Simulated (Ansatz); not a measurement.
Take Be in the hcp (Mg type) structure (space group P6_3/mmc, No. 194; a = 2.2552 Å, c = 3.5580 Å; relaxed with 0.1 eV smearing) as the base. Axes: x lies along a and z along c of the hexagonal cell.

Computed with DFT with PBEsol, PAW potentials and a 420 eV plane-wave cutoff in Ansatz (a quantum-chemistry and plane-wave program), scalar-relativistic without spin-orbit coupling.

Strains are applied to the cell and any free atomic positions relax.

One change was made to it. Results:

The energy goes up by 7.8 meV/atom; the pressure (mean of the normal stresses, compression positive) goes from zero to 3.9 GPa.

Question: What was done to the base?
A) uniaxial strain ε_xx = +2.00 %
B) uniaxial strain ε_xx = −3.00 %
C) uniaxial strain ε_xx = −0.50 %
D) uniaxial strain ε_xx = +0.50 %
E) uniaxial strain ε_xx = −2.00 %

Answer: B, uniaxial strain ε_xx = −3.00 %. For comparison, the energy relative to the base in the other runs: uniaxial strain ε_xx = −0.50 % gives +0.2 meV/atom; uniaxial strain ε_xx = +2.00 % gives +2.9 meV/atom; uniaxial strain ε_xx = +0.50 % gives +0.2 meV/atom; uniaxial strain ε_xx = −2.00 % gives +3.4 meV/atom.

Whether these cells are dynamically stable was not tested.
